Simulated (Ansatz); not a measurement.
Base system: AlAs in the zinc blende structure (space group F-43m, No. 216).

```xyz
2
Lattice="0.0000 2.8371 2.8371 2.8371 0.0000 2.8371 2.8371 2.8371 0.0000" Properties=species:S:1:pos:R:3 pbc="T T T"
As     4.2557     4.2557     4.2557
Al     0.0000     0.0000     0.0000
```

Cartesian axes are those of the cell as printed.

The values are results of Kohn–Sham DFT with the PBEsol functional, run in Ansatz (a quantum-chemistry and plane-wave program) with PAW and 420 eV plane waves, no spin-orbit coupling, earlier PAW set, not measurements.

Base values:

| Property | Result |
|---|---|
| Electron mass | 0.86 mₑ along k, 0.23 mₑ across (at X) |

Modification: uniaxial stress, 0.5 GPa compression along z, with the cell and atoms free to relax against it.

Task: How does this affect the electron mass, energy relative to the base and strain response?

Result: The electron mass goes from 0.86 mₑ along k, 0.23 mₑ across (at X) to 0.82 mₑ along k, 0.24 mₑ across (at X); the energy stays essentially unchanged; the strain response (xx, yy, zz) is (+0.24, +0.24, −0.70) %.

The levels and masses belong to the bands next to the band gap. Effective masses come from finite differences of ±0.01 Å⁻¹. Along k means along the line from Γ to the band edge. Beyond what the load breaks, stability against distortions was not tested.
